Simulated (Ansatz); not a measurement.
The starting structures come from a database of crystals and need not be the phases stable at ambient conditions.

 Where the default PAW files enter, the runs use the earlier of Ansatz's two default sets.

Evanescent states of AlGaAs$_{2}$ (R3m, not sure to be the ambient phase, 4 atoms a cell, 22.8 Å³ an atom) along the normal of (110)

Calculation: r2SCAN (plane waves, PAW; Ansatz, a program for electronic structure).

The gap is the functional's own, uncorrected, and κ follows it; spin-orbit coupling is left out. Mid-gap values are interpolated between the computed energies.

Energies count from the valence-band top; κ is the least over a 6×6 mesh across the current.

| E (eV) | κ (1/Å) | where |
|---|---|---|
| 0.04 | 0.027 | Γ |
| 0.12 | 0.045 | Γ |
| 0.20 | 0.056 | Γ |
| 0.28 | 0.064 | Γ |
| 0.36 | 0.070 | Γ |
| 0.44 | 0.074 | Γ |
| 0.52 | 0.078 | Γ |
| 0.60 | 0.079 | Γ |
| 0.68 | 0.080 | Γ |
| 0.76 | 0.080 | Γ |
| 0.84 | 0.078 | Γ |
| 0.92 | 0.075 | Γ |
| 1.00 | 0.071 | Γ |
| 1.08 | 0.065 | Γ |
| 1.16 | 0.056 | Γ |
| 1.24 | 0.044 | Γ |
| 1.32 | 0.023 | Γ |

Task: How thick must the barrier be to attenuate the transmission by 10^8 when the electrodes' Fermi level lies at 0.52 eV, and what attenuation does that film give at 1.08 eV?

Result: d = 8 ln 10 / (2 × 0.078) = 118.1 Å. At 1.08 eV it gives 8 × 0.065/0.078 = 6.7 decades.
